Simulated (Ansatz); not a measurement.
Worked example: self-consistent single point of CaC2 (I4mm, 3 atoms in the cell) in Ansatz (an electronic-structure program).

Computed with PBEsol, default PAW files made with PBE (plane waves; Ansatz).

The change in words: lattice scaled by 0.98; basis.ecutwfc: 420 eV → 505 eV. Reference geometry:
```
CaC2
1.0
   -1.94397     1.94397     3.21812
    1.94397    -1.94397     3.21812
    1.94397     1.94397    -3.21812
Ca C
1 2
Direct
  0.00777   0.00777   0.00000
  0.59789   0.59789   0.00000
  0.40211   0.40211   0.00000
```

Reference input (self-consistent single point, DFT, PBEsol, plane waves, default PAW files made with PBE): basis.ecutwfc = 420 eV; kpoints.mp_grid.grid = 9 9 9; hamiltonian.xc = pbesol; hamiltonian.pseudopotentials = {kind: paw} (the program's default PAW files); scf.occupations.method = fermi_dirac; scf.occupations.width = 0.05 eV. This run's input differs from it in these lines:

Ansatz 0.2 input:
```diff
@@ -3,5 +3,5 @@
   lattice:
-    - [-1.94397100, 1.94397100, 3.21812100]
-    - [1.94397100, -1.94397100, 3.21812100]
-    - [1.94397100, 1.94397100, -3.21812100]
+    - [-1.90509200, 1.90509200, 3.15375900]
+    - [1.90509200, -1.90509200, 3.15375900]
+    - [1.90509200, 1.90509200, -3.15375900]
   atoms:
@@ -11,3 +11,3 @@
 basis:
-  ecutwfc: 420.0 eV
+  ecutwfc: 505.0 eV
 kpoints:
```

Log, with long lists cut:

```
SCF iter   1: F=—  HF=-2286.870902 eV  |F-HF|=—  |Δ(HF+E_count)|=         —  Δρ=6.15e-3  dr2=2.08e-2  ethr=1.77e-3  ⟨swp⟩=6.0  Hψ=6260  notcnv=0
all-band conjugate gradients solve this SCF's bands
preconditioner: auto → none
SCF iter   2: F=—  HF=-2286.864217 eV  |F-HF|=—  |Δ(HF+E_count)|=   6.69e-3  Δρ=1.62e-3  dr2=7.05e-4  ethr=1.15e-4  ⟨swp⟩=2.0  Hψ=2128  notcnv=0
SCF iter   3: F=—  HF=-2286.864450 eV  |F-HF|=—  |Δ(HF+E_count)|=   2.34e-4  Δρ=7.27e-4  dr2=1.55e-4  ethr=3.91e-6  ⟨swp⟩=2.8  Hψ=1622  notcnv=0
SCF iter   4: F=—  HF=-2286.864571 eV  |F-HF|=—  |Δ(HF+E_count)|=   1.20e-4  Δρ=3.76e-4  dr2=7.54e-5  ethr=8.60e-7  ⟨swp⟩=2.0  Hψ=1350  notcnv=0
SCF iter   5: F=—  HF=-2286.864568 eV  |F-HF|=—  |Δ(HF+E_count)|=   3.11e-6  Δρ=1.13e-4  dr2=3.82e-6  ethr=4.19e-7  ⟨swp⟩=2.0  Hψ=1349  notcnv=0
SCF iter   6: F=—  HF=-2286.864569 eV  |F-HF|=—  |Δ(HF+E_count)|=   1.89e-6  Δρ=1.94e-5  dr2=1.25e-7  ethr=2.12e-8  ⟨swp⟩=2.0  Hψ=1303  notcnv=0
SCF iter   7: F=-2286.864570 eV  HF=-2286.864570 eV  |F-HF|=1.77e-9  |Δ(HF+E_count)|=   8.45e-8  Δρ=3.50e-6  dr2=2.07e-9  ethr=5.56e-10  ⟨swp⟩=5.7  Hψ=4702  notcnv=0
SCF 1 converged in 7 iterations: F = -2286.864570 eV  dr2 = 2.07e-9
Free energy (F): -2286.864570 eV
Internal energy: -2286.864569 eV  (E = F + TS)
E sigma→0 (E₀):  -2286.864569 eV
Entropy (-TS):   -0.000000 eV (-0.000 meV/atom)
Fermi energy:    5.858781 eV
--- Forces (eV/Å), atoms counted from 1 ---
  atom   1  Ca     0.00000000     0.00000000    -0.27752642
  atom   2  C      0.00000000    -0.00000000     2.09969807
  atom   3  C     -0.00000000    -0.00000000    -1.82217710
--- Stress (GPa, compression-positive) ---
        0.286863      -0.000000      -0.000000
       -0.000000       0.286863      -0.000000
       -0.000000       0.000000       9.296103
  P = ⅓ Tr σ = 3.2899 GPa (32.899 kbar)
  The stress holds the Pulay correction. Without it, at fixed plane waves, as pw.x and ABINIT print it: P = 3.2817 GPa
```

The run converged in 7 iterations. Against the reference run the free energy is nearly the same (within 1 meV/atom), the pressure goes from -2.64 to 3.29 GPa, the largest force goes from 0.254 to 2.100 eV/Å and the gap on the mesh goes from 1.294 to 1.174 eV.

The starting cell comes from a database of computed structures (which also holds hypothetical and non-ambient phases and stackings), without a prior relaxation at this level. Its lattice was rescaled by up to half a per cent. One atom was moved a little off its site on purpose. For this run, on top of that: lattice scaled by 0.98. Forces in this geometry exceed 1 eV/Å. Ansatz's pressure includes its estimate of the finite-basis (Pulay) stress.
